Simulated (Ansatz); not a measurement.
What isotropic strain +1.20 % does to SrTiO3

Start from SrTiO₃ in the cubic perovskite structure (space group Pm-3m, No. 221; a = 3.8542 Å).

Perturbation: every lattice vector is stretched by 1.20 %, atoms relaxed at fixed cell.

Method: Ansatz (a first-principles code), LDA, PAW, cutoff 420 eV, no spin-orbit coupling. Settings: 9×9×9 k-points, 0.05 eV Fermi–Dirac smearing.

| quantity | base | changed | shift |
|---|---|---|---|
| volume per atom | 11.45 Å³ | 11.87 Å³ | +0.42 Å³ |
| energy relative to the base (free energy F) | 0 meV/atom | +9.0 meV/atom | +9.0 meV/atom |
| pressure | 0.00 GPa | -6.68 GPa | -6.68 GPa |
| band gap | 1.85 eV | 1.79 eV | -0.06 eV |
| gap character | indirect, R → Γ | indirect, R → Γ | – |
| smallest direct gap | 2.17 eV | 2.14 eV | -0.037 eV |
| mean gap deformation potential ΔEg/Δln V | – | -1.8 eV | – |
| width of the top valence band | 1.07 eV | 1.04 eV | -0.03 eV |

Cost of the whole job for the changed cell (relaxation, final SCF and bands): very roughly 15 core-seconds.

No phonon test of stability was made. The final runs are not spin-polarised. Many cubic perovskites are stable only at high temperature; tilts and polar distortions were not tested.
